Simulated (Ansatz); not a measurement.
System: fluorite CoSi2. Method: r²SCANh in Ansatz (plane waves, PAW).

From the output:

```
WARN output.stress: scf.exx.energy_threshold = 1e-6 eV is looser than the 3e-8 eV advised for a stress under a hybrid functional (1e-8 eV for each atom of the …
Crystal: 3 atoms, lattice volume = 37.112 Å³
Basis set: ecut = 520 eV, 965 PW (Γ), exchange–correlation on 90×90×90 points (27 copies of the dense FFT grid, shifted against one another)
Bands: 17, of which v1, the nominal top of the filled ones, is band 13 counted from 1 (12 counted from 0)
Symmetry: 48 space group operations
Space group: Fm-3m (ITA 225), of the structure as read, at distance tolerance 3.3e-5 Å
k-points: 47 of 1000
Functional: x = r2scan, c = r2scan; τ floored in thin density (d = 2e-4 eV/Å³), warm-up for x = 0.9 r2scan + 0.1 exact, c = r2scan; τ floored in thin density (d = 2e-4 eV/Å³)
SCF iter   1: F=—  HF=-6410.815146 eV  |F-HF|=—  |Δ(HF+E_count)|=         —  Δρ=1.58e-2  dr2=7.10e-2  dr2_τ=7.23e-2
SCF iter   2: F=—  HF=-6410.904165 eV  |F-HF|=—  |Δ(HF+E_count)|=   8.90e-2  Δρ=1.48e-2  dr2=4.76e-2  dr2_τ=2.90e-4
  ...
SCF 1 converged in 12 iterations: F = -6410.897903 eV  dr2 = 2.51e-10
Crystal: 3 atoms, lattice volume = 37.112 Å³
Initial density: handed on by an earlier stage of this run
Functional: x = 0.9 r2scan + 0.1 exact, c = r2scan; τ floored in thin density (d = 2e-4 eV/Å³)
Crystal: 3 atoms, lattice volume = 37.112 Å³
SCF iter   5: F=—  HF=-6409.375934 eV  |F-HF|=—  |Δ(HF+E_count)|=   1.21e-9  Δρ=9.89e-7  dr2=2.61e-10  dr2_τ=2.06e-11
SCF iter   6: F=-6409.375934 eV  HF=-6409.375934 eV  |F-HF|=2.27e-11  |Δ(HF+E_count)|=  5.18e-11  Δρ=6.09e-7  dr2=6.62e-11  dr2_τ=2.57e-12
SCF 3 converged in 6 iterations: F = -6409.375934 eV  dr2 = 6.62e-11
Free energy (F): -6409.375934 eV
Internal energy: -6409.372618 eV  (E = F + TS)
E sigma→0 (E₀):  -6409.374276 eV
Fermi energy:    13.209767 eV
--- Forces (eV/Å), atoms counted from 1 ---
  atom   1  Co    -0.00000000     0.00000000    -0.00000000
  atom   2  Si     0.00000000    -0.00000000     0.00000000
  atom   3  Si    -0.00000000    -0.00000000     0.00000000
--- Stress (GPa, compression-positive) ---
       -0.000450       0.000000       0.000000
       -0.000000      -0.000450       0.000000
        0.000000       0.000000      -0.000450
  P = ⅓ Tr σ = -0.0005 GPa (-0.005 kbar)
```

Q: Write an input file that could have produced this run (the log leaves some choices open).

A: Several could match; the one computed here: 
Ansatz 0.2 input:
```yaml
crystal:
  lattice:
    - [0.0, 2.6474474839, 2.6474474839]
    - [2.6474474839, 0.0, 2.6474474839]
    - [2.6474474839, 2.6474474839, 0.0]
  atoms:
    - { symbol: Co, position: [0.0, 0.0, 0.0] }
    - { symbol: Si, position: [0.25, 0.25, 0.25] }
    - { symbol: Si, position: [0.75, 0.75, 0.75] }
basis:
  ecutwfc: 520
  ecutrho_ratio: 4
  xc_grid: 3
kpoints:
  mp_grid: { grid: [10, 10, 10] }
hamiltonian:
  xc: r2scanh
  dispersion: none
  pseudopotentials: { kind: paw }
scf:
  occupations: { method: fermi_dirac, width: 0.05 }
  convergence: { dr2_threshold: 0.0000000003 }
output:
  forces: true
  stress: true
  eigenvalues: true
```

The PAW data were made under PBE.

Note: the run has no spin polarisation, so it can have missed a magnetic state. Note: the run warned that the count of filled bands differs between k points.

Ansatz is a first-principles code.
